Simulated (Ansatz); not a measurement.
Functionals compared on a constructed model of the (111)B surface of 3C silicon carbide, C-terminated, (√3x√3)R30° Au adatom at H3 (bottom of the slab: 3 H on 3 bottom sites), in Ansatz (plane waves, PAW). The structure was relaxed with PBE; the other rows are single points on it. Cutoff 420 eV (500 eV for r2SCAN).

Set-up: 28 atoms, 11.0 Å thick at the start with caps and adatoms (thin: gaps and levels are the slab's own); mesh 6x6x1; 0.025 eV smearing; dipole correction on; 6 atoms held, the rest relaxed; start symmetry kept, larger cells not searched; no spin (no spin-polarised run to compare, though such a face may carry moments), no spin-orbit, no U. The slab shows no gap on its mesh. In PBE it is, or lies within 0.01 eV a 1x1 cell of, the lowest of the 2 structures of its composition computed so far; subsurface sites and larger cells were not tried. These notes are the PBE run's.

| functional | work function of the top face (eV) | rough cost of the single point |
|---|---|---|
| PBE | 4.86 | – |
| r2SCAN | … | very roughly 3 core-minutes |

### Question
What belongs in the gaps?

### Answer

- r2SCAN, work function of the top face (eV): 4.88

Ansatz is a quantum-chemistry and plane-wave program.
